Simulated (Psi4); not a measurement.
Psi4 1.11, unrestricted TPSS/def2-svp: [CH2]C=C, charge 0, multiplicity 2, 8 atoms. The geometry is a generated start, not checked to be a minimum at this level.

```
Item                                  Value
--------------------------  ---------------
task                                 energy
method                                 tpss
basis                              def2-svp
memory                                 3 GB
maxiter                                 100
keys of the molecule block      symmetry c1
scf_type                       df (default)
diis_max_vecs                  10 (default)
e_convergence               1e-06 (default)
d_convergence               1e-06 (default)
dft_radial_points              75 (default)
dft_spherical_points          302 (default)
basis functions                          67
grid points                          172628
```

```xyz
8

C     -0.7208     0.4582    -0.8752
C      0.0806    -0.4267    -0.2011
C      0.6712    -0.1672     1.0113
H     -1.1605     0.2134    -1.8265
H     -0.9328     1.4323    -0.4690
H      0.2530    -1.3968    -0.6507
H      1.2906    -0.8925     1.5058
H      0.5187     0.7794     1.5053
```

Charge 0 and multiplicity 2 are set for this test and not shown to be the ground state.

With the defaults (diis = true, scf_initial_accelerator = adiis, damping_percentage = 0, level_shift = 0, level_shift_cutoff = 0.01, guess = auto, which took SAD) it converges in 10 SCF iterations. One run each on 2 threads, with these changes:
- guess = sap
- scf_initial_accelerator = ediis
- guess = sadno
- diis = false, scf_initial_accelerator = none, damping_percentage = 60
- damping_percentage = 20
- level_shift = 0.1, level_shift_cutoff = 0.001
- guess = sapgau
- scf_initial_accelerator = none
- guess = core

Problem. Name the settings that don't reach the solution of the defaults.

Solution. No convergence: diis = false, scf_initial_accelerator = none, damping_percentage = 60 (the run ends without SCF convergence in 100 iterations). The rest reach the solution of the defaults.

```
setting                                                                SCF iterations             end
---------------------------------------------------------------------  --------------  --------------
the defaults                                                                       10   same solution
scf_initial_accelerator = ediis                                                    10   same solution
level_shift = 0.1, level_shift_cutoff = 0.001                                      10   same solution
guess = sadno                                                                      10   same solution
scf_initial_accelerator = none                                                     10   same solution
guess = sapgau                                                                     10   same solution
guess = sap                                                                        10   same solution
guess = core                                                                       12   same solution
damping_percentage = 20                                                            18   same solution
diis = false, scf_initial_accelerator = none, damping_percentage = 60             100  no convergence
```
